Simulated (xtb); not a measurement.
xtb 6.7.1, GFN2-xTB: dimethyl carbonate (COC(=O)OC), 12 atoms. The geometry is a generated start, not checked to be a minimum at this level.

| Property | Result |
|---|---|
| run flags | --grad |
| method | GFN2-xTB |
| --acc | 1 (default) |
| --etemp (K) | 300 (default) |
| basis functions | 30 |
| valence electrons | 36 |

```xyz
12

C      2.3263     0.0458     0.0914
O      1.1057    -0.5930     0.4415
C     -0.0002     0.0037    -0.0041
O     -0.0355     1.0068    -0.6589
O     -1.0595    -0.6991     0.3955
C     -2.3224    -0.1807    -0.0024
H      2.3596     1.0578     0.5006
H      3.1158    -0.5653     0.5199
H      2.4321     0.1020    -0.9938
H     -3.0637    -0.8546     0.4177
H     -2.3993    -0.1548    -1.0912
H     -2.4589     0.8314     0.3838
```

One run each on 1 thread. Values of broydamp tried: 0.02, 0.05, 0.1, 0.2, 0.4 (default), 0.6, 0.8, 1.

**Question.** Which value of broydamp needs the fewest SCC iterations, and what happens away from it?

**Answer.** Fewest SCC iterations, within one of each other: 0.4 (default) with 9, 0.6 with 10, 0.8 with 10. The count rises to 17 at 0.02. All converge to one solution.

```json
[
 {"broydamp": "0.02", "SCC iterations": "17", "end": "same solution"},
 {"broydamp": "0.05", "SCC iterations": "15", "end": "same solution"},
 {"broydamp": "0.1", "SCC iterations": "14", "end": "same solution"},
 {"broydamp": "0.2", "SCC iterations": "12", "end": "same solution"},
 {"broydamp": "0.4 (default)", "SCC iterations": "9", "end": "same solution"},
 {"broydamp": "0.6", "SCC iterations": "10", "end": "same solution"},
 {"broydamp": "0.8", "SCC iterations": "10", "end": "same solution"},
 {"broydamp": "1", "SCC iterations": "11", "end": "same solution"}
]
```
